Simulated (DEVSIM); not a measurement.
**Schottky contact on n-type GaN**

Structure: Schottky contact on n-type GaN, at 300 K.

| layer (left to right) | material | thickness (μm) | Nd (cm⁻³) | τn (s) | τp (s) |
|---|---|---|---|---|---|
| 1 | GaN | 0.940 | 2.4e16 | 3.5e-10 | 3.5e-10 |

Left contact: Schottky, work function 5.33 eV, emission velocity 9e6 cm/s. Right contact: ohmic. Voltage is applied to the left contact. Recombination: SRH at mid-gap, radiative, Auger. Mobility is μmin + (μ − μmin)/(1 + (N/Nref)^α).

The device is made up for the run: typed textbook-type constants, with dimensions and the other settings drawn at random. Values at 300 K.

| parameter | GaN |
|---|---|
| gap (eV) | 3.43 |
| affinity (eV) | 4.1 |
| permittivity | 9.5 |
| Nc (cm⁻³) | 2.3e18 |
| Nv (cm⁻³) | 4.6e19 |
| μn (cm²/Vs) | 1200 |
| μp (cm²/Vs) | 100 |
| μn,min | 55 |
| μp,min | 3 |
| Nref,n | 2e17 |
| Nref,p | 3e17 |
| αn | 1 |
| αp | 2 |
| B (cm³/s) | 1e-11 |
| Cn (cm⁶/s) | 1e-30 |
| Cp (cm⁶/s) | 1e-30 |

Model (solved in DEVSIM): 1D drift-diffusion, Boltzmann statistics, complete ionisation; no tunnelling, impact ionisation, image-force lowering or self-heating. Metal contacts follow the ideal Schottky-Mott rule: no Fermi-level pinning, no interface dipoles.

The potential step across the device at zero bias comes out as 1.112 V, the largest field in the device at zero bias is 99000 V/cm and the dark forward voltage at 1 A/cm² is 0.846 V. The dark forward voltage at 100 A/cm² comes out as 0.971 V.

Small-signal capacitance in reverse bias (quasi-static):

```json
[
 {"V (V)": "-0.4", "C (nF/cm²)": "33.0"},
 {"V (V)": "-1", "C (nF/cm²)": "27.8"},
 {"V (V)": "-2", "C (nF/cm²)": "22.9"},
 {"V (V)": "-3", "C (nF/cm²)": "19.9"},
 {"V (V)": "-4", "C (nF/cm²)": "17.8"},
 {"V (V)": "-6", "C (nF/cm²)": "15.1"},
 {"V (V)": "-8", "C (nF/cm²)": "13.3"},
 {"V (V)": "-10", "C (nF/cm²)": "12.1"},
 {"V (V)": "-13", "C (nF/cm²)": "10.7"},
 {"V (V)": "-16", "C (nF/cm²)": "9.73"},
 {"V (V)": "-20", "C (nF/cm²)": "9.00"}
]
```

Dark forward current:

```tsv
V (V)	J (A/cm²)
0.05	3.9e-14
0.15	2.2e-12
0.20	1.5e-11
0.30	7.2e-10
0.35	4.9e-9
0.45	2.4e-7
0.55	1.1e-5
0.60	7.7e-5
0.70	0.0036
0.80	0.17
0.85	1.1
0.95	50
1.00	270
1.10	2200
```
